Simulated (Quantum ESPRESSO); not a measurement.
Input and output of a self-consistent single point for PtPb2 (I4/mcm, 6 atoms in the cell) (Quantum ESPRESSO).

Computed with LDA (PZ), GBRV 1.5 ultrasoft (LDA) pseudopotentials (plane waves; Quantum ESPRESSO).

```yaml
crystal:
  lattice:
    - [-3.51089, 3.51089, 2.90599]
    - [3.51089, -3.51089, 2.90599]
    - [3.51089, 3.51089, -2.90599]
  atoms:
    - { symbol: Pt, position: [0.75000, 0.75000, 0.00000] }
    - { symbol: Pt, position: [0.25000, 0.25000, 0.00000] }
    - { symbol: Pb, position: [0.16066, 0.66066, 0.82132] }
    - { symbol: Pb, position: [0.83934, 0.33934, 0.17868] }
    - { symbol: Pb, position: [0.66066, 0.83934, 0.50000] }
    - { symbol: Pb, position: [0.33934, 0.16066, 0.50000] }
```

Reference input (self-consistent single point, DFT, LDA (PZ), plane waves, GBRV 1.5 ultrasoft (LDA) pseudopotentials): ecutwfc = 40 Ry; ecutrho = 320 Ry; occupations = smearing; smearing = marzari-vanderbilt; degauss = 0.0073499 Ry; potentials = {Pt: pt_lda_v1.4.uspp.F.UPF, Pb: pb_lda_v1.uspp.F.UPF}; K_POINTS = automatic 4 4 4 1 1 1; conv_thr = 1e-09 Ry; mixing_beta = 0.7. This run's input differs from it in these lines:

```diff
@@ -19,3 +19,3 @@
 &electrons
-    conv_thr = 1.0d-9
+    conv_thr = 7.3e-06
     mixing_beta = 0.7
```

Output, abridged:

```
     Self-consistent Calculation

     iteration #  1     ecut=    40.00 Ry     beta= 0.70

     negative rho (up, down):  3.944E-01 0.000E+00

     total energy              =   -1077.16533635 Ry
     estimated scf accuracy    <       1.22141006 Ry

     iteration #  2     ecut=    40.00 Ry     beta= 0.70

     negative rho (up, down):  4.010E-01 0.000E+00

     total energy              =   -1077.22579836 Ry
     estimated scf accuracy    <       3.38028025 Ry

     iteration #  3     ecut=    40.00 Ry     beta= 0.70

     negative rho (up, down):  4.025E-01 0.000E+00

     total energy              =   -1077.76889399 Ry
     estimated scf accuracy    <       0.03664043 Ry

   [... 2 blocks of this kind left out ...]

     iteration #  6     ecut=    40.00 Ry     beta= 0.70

     negative rho (up, down):  4.032E-01 0.000E+00

     total energy              =   -1077.77994355 Ry
     estimated scf accuracy    <       0.00003718 Ry

     iteration #  7     ecut=    40.00 Ry     beta= 0.70

     negative rho (up, down):  4.035E-01 0.000E+00
     End of self-consistent calculation

     the Fermi energy is    13.8214 ev

!    total energy              =   -1077.78006365 Ry
     estimated scf accuracy    <       0.00000175 Ry
     smearing contrib. (-TS)   =      -0.00002288 Ry
     internal energy E=F+TS    =   -1077.78004077 Ry

     convergence has been achieved in   7 iterations

     negative rho (up, down):  4.035E-01 0.000E+00

     Forces acting on atoms (cartesian axes, Ry/au):

     atom    1 type  1   force =     0.00000000    0.00000000    0.00000000
     atom    2 type  1   force =    -0.00000000   -0.00000000    0.00000000
     atom    3 type  2   force =     0.00530758    0.00530758    0.00000000
     atom    4 type  2   force =    -0.00530758   -0.00530758    0.00000000
     atom    5 type  2   force =    -0.00530758    0.00530758   -0.00000000
   [... lines left out ...]
     Total force =     0.015012     Total SCF correction =     0.001454
   [... lines left out ...]

     negative rho (up, down):  4.035E-01 0.000E+00
          total   stress  (Ry/bohr**3)                   (kbar)     P=      -54.28
  -0.00034698  -0.00000000   0.00000000          -51.04       -0.00        0.00
  -0.00000000  -0.00034698  -0.00000000           -0.00      -51.04       -0.00
  -0.00000000  -0.00000000  -0.00041298           -0.00       -0.00      -60.75

   JOB DONE.
```

The run converged in 7 iterations. Against the reference run the free energy stays essentially unchanged (within 1 meV/atom), the pressure moves little (-5.35 to -5.43 GPa) and the largest force goes from 0.205 to 0.193 eV/Å.

The starting cell comes from a database of computed structures (which also holds hypothetical and non-ambient phases and stackings), without a prior relaxation at this level. Spin polarisation is off. With a pressure of about -5 GPa the cell is away from its equilibrium volume at this level.

Cost on one core of a shared machine: roughly 90 s.
